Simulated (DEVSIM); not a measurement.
Structure: W/SiO2/n-Si capacitor, at 450 K.

```tsv
layer (left to right)	material	thickness (nm)	Nd (cm⁻³)
1	SiO2	42.0	-
2	Si	360	2.5e18
```

Metal gate on the left, work function 4.6 eV. Fixed charge at the semiconductor interface -1.1e10 cm⁻² (in units of +e); no interface traps.

This is a model device: material constants are rounded textbook-type values typed into the input, and sizes, dopings and lifetimes were drawn at random. Values at 300 K; Nc and Nv go as T^1.5, mobilities as T to minus their exponent, the gap by Varshni's rule with the affinity fixed.

```
parameter         SiO2        Si
----------------  ----  --------
gap (eV)             9     1.124
affinity (eV)      0.9      4.05
permittivity       3.9      11.7
Nc (cm⁻³)            -   2.86e19
Nv (cm⁻³)            -    3.1e19
Varshni α (eV/K)     -  0.000473
Varshni β (K)        -       636
```

DEVSIM, 1D Poisson equation in equilibrium, Boltzmann statistics, complete ionisation; no quantum confinement or tunnelling. Metal contacts follow the ideal Schottky-Mott rule: no Fermi-level pinning, no interface dipoles.

Tabulate band edges, carrier densities and field at -5.0 V on the gate.

Energies count from the Fermi level of the right contact; mesh points crowd at the junctions.

| x (μm) | Ec (eV) | Ev (eV) | n (cm⁻³) | p (cm⁻³) | field (V/cm) |
|---|---|---|---|---|---|
| 0.000 | 8.700 | -0.300 | < 1e2 | < 1e2 | -1200000 |
| 0.001179 | 8.555 | -0.445 | < 1e2 | < 1e2 | -1200000 |
| 0.003486 | 8.271 | -0.729 | < 1e2 | < 1e2 | -1200000 |
| 0.008004 | 7.714 | -1.286 | < 1e2 | < 1e2 | -1200000 |
| 0.02100 | 6.113 | -2.887 | < 1e2 | < 1e2 | -1200000 |
| 0.03188 | 4.773 | -4.227 | < 1e2 | < 1e2 | -1200000 |
| 0.03743 | 4.088 | -4.912 | < 1e2 | < 1e2 | -1200000 |
| 0.04086 | 3.666 | -5.334 | < 1e2 | < 1e2 | -1200000 |
| 0.04200 | 0.376 | -0.705 | 3.2e15 | 7.2e11 | -690000 |
| 0.04320 | 0.330 | -0.752 | 1.1e16 | 2.2e11 | -370000 |
| 0.04564 | 0.252 | -0.829 | 7.9e16 | 2.9e10 | -270000 |
| 0.05276 | 0.141 | -0.941 | 1.4e18 | 1.7e9 | -65000 |
| 0.06503 | 0.119 | -0.963 | 2.5e18 | 9.4e8 | -1600 |
| 0.08991 | 0.118 | -0.963 | 2.5e18 | 9.3e8 | ≈ 0 |
| 0.1669 | 0.118 | -0.963 | 2.5e18 | 9.3e8 | ≈ 0 |
| 0.2738 | 0.118 | -0.963 | 2.5e18 | 9.3e8 | ≈ 0 |
| 0.3394 | 0.118 | -0.963 | 2.5e18 | 9.3e8 | ≈ 0 |
| 0.3717 | 0.118 | -0.963 | 2.5e18 | 9.3e8 | ≈ 0 |
| 0.3909 | 0.118 | -0.963 | 2.5e18 | 9.3e8 | ≈ 0 |
| 0.3971 | 0.118 | -0.963 | 2.5e18 | 9.3e8 | ≈ 0 |
| 0.4002 | 0.118 | -0.963 | 2.5e18 | 9.3e8 | ≈ 0 |
| 0.4020 | 0.118 | -0.963 | 2.5e18 | 9.3e8 | ≈ 0 |
